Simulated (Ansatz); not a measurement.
The reference is CaF2 (space group Pmc2_1, No. 26; a = 3.470 Å, b = 4.105 Å, c = 5.876 Å; a cell from a computed database, its experimental status unchecked). Axes: x, y, z lie along a, b, c of the conventional cell.

Now apply this change: tensile biaxial strain of 1.38 % in the plane normal to [001], as in epitaxy on a mismatched substrate; the out-of-plane cell vector and the atoms relax.

Levels (all Ansatz, an electronic-structure program, PAW): PBEsol (420 eV, no spin-orbit coupling); r2SCAN (500 eV, no spin-orbit coupling); HSE06 (420 eV, no spin-orbit coupling).

At the geometry relaxed with PBEsol, these levels gave the following band gaps, in shuffled order: (a) 6.35 eV, (b) 8.65 eV, (c) 7.14 eV.

Task: Match each gap to its level.

Result: (a) PBEsol; (b) HSE06; (c) r2SCAN.

Single points use the geometry relaxed with PBEsol. HSE06 was sampled on its mesh, a few special points and the semilocal edge points, so its gap is an upper bound. Whether these cells are dynamically stable was not tested.
